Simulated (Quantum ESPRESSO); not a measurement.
## Short convergence ladders for Hf2Si (Fmm2, 6 atoms in the cell)

```
CELL_PARAMETERS angstrom
      2.59057     0.00000     4.64594
      2.59057     4.64594     0.00000
      0.00000     4.64594     4.64594
ATOMIC_POSITIONS crystal
  Hf 0.84351 0.15649 0.65649
  Hf 0.15649 0.84351 0.34351
  Hf 0.66187 0.33813 0.16187
  Hf 0.34351 0.65649 0.84351
  Si 0.75000 0.75000 0.25000
  Si 0.25000 0.25000 0.75000
```

Base method: PBEsol, PseudoDojo standard norm-conserving (PBESOL) pseudopotentials (plane waves; Quantum ESPRESSO 7.5).

Base settings: ecutwfc = 60 Ry; occupations = smearing; smearing = gaussian; degauss = 0.0073499 Ry; potentials = {Hf: Hf.upf, Si: Si.upf}; K_POINTS = automatic 3 3 3 0 0 0; conv_thr = 1e-11 Ry; mixing_beta = 0.5.

The count of work is k-points × plane waves × bands × iterations; it is no time. Core times come from one kind of shared machine, to one figure; runs under 30 s give none.

**The cutoff for other potential files**

Level: DFT, PBEsol, plane waves, PSlibrary ultrasoft (PBE) pseudopotentials.

In this ladder: pseudopotentials = {Hf: Hf.pbe-spn-rrkjus_psl.1.0.0.UPF, Si: Si.pbe-n-rrkjus_psl.1.0.0.UPF}; input_dft = pbesol. Moved along: ecutrho.

The second cell is the first with its lattice scaled by 0.98.

The mesh stays at the base's, so the ladder's end is converged at best in this setting alone.

Only quantities that move along the ladder and can be compared are tabulated.

```tsv
ecutwfc	free energy less the last step's (meV/atom)	energy of the compressed cell less the first (meV/atom)	pressure (GPa)	largest difference of a force vector from the last step's (eV/Å)	count of work / last	core time / last (rough)
25 Ry	625.19	6.06	-20.03	0.020	0.11	0.09
30 Ry	269.89	5.34	-10.43	0.008	0.14	–
38 Ry	90.10	6.21	-5.97	0.003	0.20	0.2
55 Ry	15.42	5.49	-3.80	0.000	0.35	0.3
82 Ry	5.79	5.35	-3.70	0.000	0.60	0.5
110 Ry	0.00	5.34	-3.55	0.000	1.0	1
```

Coarsest ecutwfc that holds the pressure within 1 GPa of the last step, with all finer ones: 55 Ry, at 0.35 of the last step's count of work and about 0.3 of the last step's time; the step before is off by 2.4 GPa.

Coarsest ecutwfc that holds the free energy within 5 meV/atom: not settled: the last two steps still differ by 5.8 meV/atom, over half the tolerance, so the ladder does not show it.

Coarsest ecutwfc that holds the energy of the compressed cell less the first within 0.5 meV/atom of the last step, with all finer ones: 55 Ry, at 0.35 of the last step's count of work and about 0.3 of the last step's time; the step before is off by 0.87 meV/atom.

At the lowest cutoff the pressure lies 16.5 GPa under the last step's, the usual sign of Pulay stress in an incomplete plane-wave basis.

**The relaxed cell against the cutoff**

On Hf2Si (I4/mcm, 6 atoms in the cell): atoms on their sites.

In this ladder: calculation = vc-relax; tprnfor = default; tstress = default.

The mesh stays at the base's, so the ladder's end is converged at best in this setting alone.

Only quantities that move along the ladder and can be compared are tabulated.

```csv
ecutwfc,relaxed volume (Å³/atom),relaxation steps,core time / last (rough)
30 Ry,16.564,3,0.09
36 Ry,17.402,4,0.2
42 Ry,17.951,3,0.3
60 Ry,18.282,4,0.3
90 Ry,18.282,4,1
120 Ry,18.282,4,1
```

Coarsest ecutwfc that holds the relaxed volume within 0.018 Å³/atom of the last step, with all finer ones: 60 Ry, at about 0.3 of the last step's time; the step before is off by 0.33 Å³/atom.

At the lowest cutoff the cell relaxes to a volume 9.4 % smaller than at the highest.

On the base run: the starting cell comes from a database of computed structures (which also holds hypothetical and non-ambient phases and stackings), without a prior relaxation at this level. Its lattice was rescaled by up to half a per cent. One atom was moved a little off its site on purpose. Without a gap this mesh is coarse (it stands for a supercell whose shortest vector is 16 Å).
